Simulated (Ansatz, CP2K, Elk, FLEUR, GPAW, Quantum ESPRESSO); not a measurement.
**One structure in several programs: Sr₂SeS (R-3m, 4 atoms in the cell)**

Self-consistent single point.

```
Sr2SeS
1.0
    2.20603     1.27365     7.21334
   -2.20603     1.27365     7.21334
    0.00000    -2.54731     7.21334
Sr Se S
2 1 1
Cartesian
  0.00000   0.00000   5.34898
  0.00000   0.00000  16.29103
  0.00000   0.00000   0.00000
  0.00000   0.00000  10.82001
```

Shared settings, as Ansatz (a first-principles code) writes them: kpoints.mp_grid.grid = 5 5 5; scf.occupations.method = fermi_dirac; scf.occupations.width = 0.0037 Ry. Potentials and cutoffs stand in the table.

```json
[
 {"code": "Elk", "model": "LDA (PW92), all-electron FP-LAPW, Elk's shipped species files, default APW+lo basis", "pressure (GPa)": "–", "largest force (eV/Å)": "–", "gap on the mesh (eV)": "2.379", "cutoff": "default"},
 {"code": "Quantum ESPRESSO", "model": "LDA (PZ), GBRV 1.5 ultrasoft (LDA) pseudopotentials", "pressure (GPa)": "-4.78", "largest force (eV/Å)": "0.020", "gap on the mesh (eV)": "2.304", "cutoff": "40 Ry"},
 {"code": "GPAW", "model": "LDA (Perdew-Wang 92), GPAW PAW datasets LDA (gpaw-data 1.0.1)", "pressure (GPa)": "-4.60", "largest force (eV/Å)": "0.028", "gap on the mesh (eV)": "2.328", "cutoff": "550 eV"},
 {"code": "CP2K", "model": "LDA (Pade form), GPW, DZVP-MOLOPT-SR-GTH basis, GTH-PADE potentials (GTH_POTENTIALS)", "pressure (GPa)": "-4.50", "largest force (eV/Å)": "0.042", "gap on the mesh (eV)": "2.617", "cutoff": "grid 500 Ry"},
 {"code": "Ansatz", "model": "LDA (PW92), PAW files made with PBE", "pressure (GPa)": "-4.76", "largest force (eV/Å)": "0.023", "gap on the mesh (eV)": "2.306", "cutoff": "30.9 Ry"},
 {"code": "FLEUR", "model": "LDA (Perdew-Zunger), all-electron FLAPW (FLEUR), scalar-relativistic valence", "pressure (GPa)": "–", "largest force (eV/Å)": "–", "gap on the mesh (eV)": "2.357", "cutoff": "Kmax 3.8 1/bohr"}
]
```

A dash marks a value that a program does not give, or that is left out as unsure.

Gaps are read on the mesh.

The spread over the programs that give each value: pressure within 0.28 GPa; largest force within 0.022 eV/Å; gap on the mesh within 0.313 eV.

CP2K uses small atom-centred bases, whose incompleteness enters pressures, forces and empty levels differently from a plane-wave cutoff. Elk and FLEUR treat all electrons, but the usual bases taken here (sphere radii, linearisation, local orbitals, empty states) were not tested for convergence, so the values are no reference for the others. Ansatz's pressure is given at a fixed set of plane waves, as the other plane-wave codes print theirs. The same LDA comes in different parametrisations, which differ slightly. In the gap, CP2K (by 0.311) lies more than 0.12 eV from the median of the plane-wave programs.

The starting cell comes from a database of computed structures (which also holds hypothetical and non-ambient phases and stackings), without a prior relaxation at this level. Its lattice was rescaled by a random factor within 2.5 % of one.

Keys are those of Ansatz 0.2.
